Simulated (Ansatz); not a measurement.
# How the bulk modulus B0 of BeRh3 (model structure, started from the Cu3Au type, Pm-3m, No. 221, 4 atoms in the cell) moves with the method

No measured value is used here.

```tsv
level (code)	value (GPa)	cell (Å³/atom)
LDA (Ansatz)	267	12.25
PBE (Ansatz)	223	12.97
PBEsol (Ansatz)	249	12.52
r²SCAN (Ansatz)	241	12.69
```

The crystal itself was run without spin with LDA, PBE, PBEsol, r²SCAN; a magnetic state was not tried in these runs. LDA, PBE, PBEsol, r²SCAN: the run has no spin polarisation, so it can have missed a magnetic state. LDA, PBE, PBEsol, r²SCAN: the bulk modulus is −V dP/dV from two relaxed cells at ±2 % in volume. Each level is taken at its own relaxed cell. Cutoffs differ between the levels. Ansatz's density-functional and Hartree–Fock values are scalar-relativistic unless marked +SOC, with PAW data made under PBE.

A model structure was made by putting elements into a prototype or built by hand; it is no filed structure, need not be a known phase, and can be a saddle point held by its symmetry.

Ansatz is a first-principles code.
